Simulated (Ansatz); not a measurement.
**Effect of pressure 3 GPa on MoSi2**

The parent structure is MoSi$_{2}$ (space group I4/mmm, No. 139; a = 3.217 Å, c = 7.873 Å).

Perturbation: a hydrostatic pressure of 3 GPa.

The values are results of PBE (Ansatz, a first-principles code; PAW; 420 eV plane waves; scalar-relativistic without spin-orbit coupling), not measurements. Γ-centred 20×20×20 mesh, Fermi–Dirac width 0.05 eV.

The density increases by 0.09 g/cm³ to 6.29 g/cm³ and the lattice parameter a shrinks by 0.016 Å to 3.201 Å. The c/a ratio grows by 0.0024 to 2.450 and the shortest interatomic distance falls by 0.007 Å to 2.589 Å. The enthalpy H = E + PV relative to the base's energy is +0.25 eV/atom and the band gap is still zero.

Final structure:

```yaml
crystal:
  lattice:
    - [-1.60034, 1.60034, 3.92041]
    - [1.60034, -1.60034, 3.92041]
    - [1.60034, 1.60034, -3.92041]
  atoms:
    - { symbol: Mo, position: [0.00000, 0.00000, 0.00000] }
    - { symbol: Si, position: [0.33491, 0.33491, 0.00000] }
    - { symbol: Si, position: [0.66509, 0.66509, 0.00000] }
```

Load acts through the strain it causes; cell and atoms are relaxed under it. Stability against distortions was not tested. The final runs are not spin-polarised.
